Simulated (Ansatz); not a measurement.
The parent structure is NiSi (space group Pmmn, No. 59; a = 2.952 Å, b = 3.277 Å, c = 4.674 Å; not spin-polarised; a cell from a computed database, its experimental status unchecked; relaxed with 0.1 eV smearing). Axes: x, y, z lie along a, b, c of the conventional cell.

Calculations: Ansatz (an electronic-structure program) PBEsol, scalar-relativistic without spin-orbit coupling.

Modification: uniaxial strain ε_xx = +1.19 %, all other strain components held at zero; the atoms relax in the strained cell.

### Question
Predict the stress tensor and what it implies for the stiffness.

### Answer
Stress of the strained cell less that of the base (GPa, compression positive):
```
   -2.3     0.0     0.0
    0.0    -2.2     0.0
    0.0     0.0    -1.4
```

Then −Δσ_ii/ε with ε = 0.0119 gives relaxed-ion elastic constants: C11 ≈ 193 GPa, C12 ≈ 183 GPa and C13 ≈ 120 GPa.

No phonon test of stability was made. The final runs are not spin-polarised.
